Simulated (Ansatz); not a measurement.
**ScBeNO (model structure, started from the LaZnOP type, P4/nmm, No. 129, 8 atoms in the cell)**

Calculation: LDA in Ansatz (plane waves, PAW).

Numerical settings: plane-wave cutoff 520 eV, 10×10×6 k mesh (along the axes of the cell as run), Fermi–Dirac smearing 0.01 eV, scalar-relativistic PAW data made under PBE.

Cell (relaxed at this level):

```cif
data_Be2N2O2Sc2
_chemical_formula_sum 'Sc2 Be2 N2 O2'
_space_group_name_H-M_alt 'P 1'
_space_group_IT_number 1
_cell_length_a 3.28749
_cell_length_b 3.28749
_cell_length_c 6.73336
_cell_angle_alpha 90.000
_cell_angle_beta 90.000
_cell_angle_gamma 90.000
loop_
_space_group_symop_operation_xyz
  'x, y, z'
loop_
_atom_site_label
_atom_site_type_symbol
_atom_site_fract_x
_atom_site_fract_y
_atom_site_fract_z
_atom_site_occupancy
Sc1 Sc 0.00000 0.50000 0.83527 1
Sc2 Sc 0.50000 0.00000 0.16473 1
Be1 Be 0.00000 0.00000 0.50000 1
Be2 Be 0.50000 0.50000 0.50000 1
N1 N 0.50000 0.00000 0.60868 1
N2 N 0.00000 0.50000 0.39132 1
O1 O 0.50000 0.50000 0.00000 1
O2 O 0.00000 0.00000 0.00000 1
```

```yaml
band_gap: 2.82 eV (on the SCF k mesh)
direct gap at Γ: 3.91 eV
bulk_modulus: 153 GPa
```

Note: the bulk modulus is −V dP/dV from two relaxed cells at ±2 % in volume; the relaxation could raise the start's symmetry but not lower it, so the cell can be a saddle point.

The computed numbers hold no vibrational or temperature effects.

Cost on a shared machine: about 5 core-minutes (a rough figure).

A model structure was made by putting elements into a prototype or built by hand; it is no filed structure, need not be a known phase, and can be a saddle point held by its symmetry.

Ansatz is a program for electronic structure.
